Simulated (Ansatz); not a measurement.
## W on the 1x1 (10-10) surface of wurtzite GaN (cut with top plane Ga + N), one in a 2x1 cell, started at the site 'top Ga'

Host crystal: wurtzite GaN, with a band gap (PBE, scalar-relativistic without spin-orbit coupling).

Calculation: PBE (plane waves to 420 eV, PAW; Ansatz, a quantum-chemistry and plane-wave program).

Slab: 33 atoms, 9.3 Å thick at the start under the adsorbate (thin: gaps and levels are the slab's own); k 3x4x1, smearing 0.01 eV, dipole-corrected; 16 atoms held, the rest relaxed; start symmetry kept, larger cells not searched; spin-polarised, ending with about 4.0 μB a cell; orders that need a larger cell were not tried, no spin-orbit, no U, no dispersion correction. At the end it is bonded to Ga + N. In PBE this state lies 1.21 eV over the lowest of the starts that converged ('hollow Ga-Ga-N-N').

The energy of the end state, in which the adsorbate broke or entered a bond of the host, against an atom of bcc W is 4.99 eV. The change of the step from the bottom to the top vacuum level, against the clean slab is -0.64 eV and the energy released by relaxation is 2.72 eV. The height of the binding atom over the mean of the host atoms within 0.3 Å of the top one comes out as 3.016 bohr and the magnetic moment of the cell is 4.00 μB. The largest move of a host atom comes out as 0.91 Å and the caution comes out as the host itself rearranges in this cell, so the energy holds part of a reconstruction. The note comes out as in the relaxation the adsorbate left its starting site by 1.3 Å and the cost comes out as about 40 core-minutes (a rough figure).

A negative adsorption energy means that the adsorbate is more stable on the surface than in its reference.
